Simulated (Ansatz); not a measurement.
Structures of equal composition on the (111) surface of fcc Au: a layer of Mn in place of the second plane; a layer of Mn in place of the third plane. The slabs share one bottom face, and each structure is named by its start. These are constructed structures in small cells; real faces may alloy, dewet or reconstruct in larger ones, and not all known structures of the face are among them. Slabs of about 12 Å with all that they carry, Fermi-Dirac smearing of 0.1 eV. Bottom of the slabs: a bare face, its two planes held. Relaxed from the named starts with such symmetry as they have, on meshes of like density; energies extrapolated to zero smearing; no spin-orbit coupling, no U. Spin-polarised runs, if any, are marked in brackets, and their order is one that fits the cell; the others ran without spin.

Level of theory: PBE (plane waves to 420 eV, PAW; Ansatz, a quantum-chemistry and plane-wave program).

Task: Rank these by energy per 1x1 cell (lowest first), as PBE gives it.

Result: a layer of Mn in place of the third plane (0.000 eV [spin, 4.0 μB a cell]), a layer of Mn in place of the second plane (0.045 eV [spin, 4.1 μB a cell])
